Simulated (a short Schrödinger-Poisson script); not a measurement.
Stack: MOS inversion layer, SiO2 on p-type Si(111), at 300 K.

```csv
layer,material,thickness (nm),Na (cm⁻³)
1,SiO2,0.8,-
2,Si,1800,5.6e16
```

Constants are typed, rounded textbook-type inputs, not results; the design itself was drawn at random and stands for no fabricated device. SiO2: permittivity 3.9, conduction-band edge (eV) 3.15, gap (eV) 9, electron mass (mₑ) 0.5. Si: permittivity 11.7, conduction-band edge (eV) 0, gap (eV) 1.124, Nv at 300 K (cm⁻³) 3.1e19.

Channel valleys (confinement mass, in-plane density-of-states mass, number): Δ6 0.258, 0.358, 6. At the gate the conduction-band edge of layer 1 lies 3.28 eV − eVg above the Fermi level of the channel; the field vanishes at the back. Gaps are held at their typed values at every temperature. Mesh 0.03 nm at interfaces.

Solved with a short Schrödinger-Poisson script written for these runs: 1D Poisson equation in equilibrium, electrons quantum, Hartree (BenDaniel-Duke, 12 states a valley, the channel's in-plane mass for all, wave functions free to enter the dielectric), parabolic valleys, classical holes, full ionisation, no traps, pinning or gate leakage.

At Vg = 0.85 V the centroid of the electrons lies 1.79 nm from the interface.

**Question.** Estimate the gate capacitance as the dielectric in series with that distance, and compare.

**Answer.** The dielectric alone has 4.32 μF/cm²; in series with 1.79 nm of the channel's permittivity, 2.47 μF/cm²; the run gives 2.94 μF/cm². The estimate leaves out the density-of-states capacitance and the centroid's move with voltage.
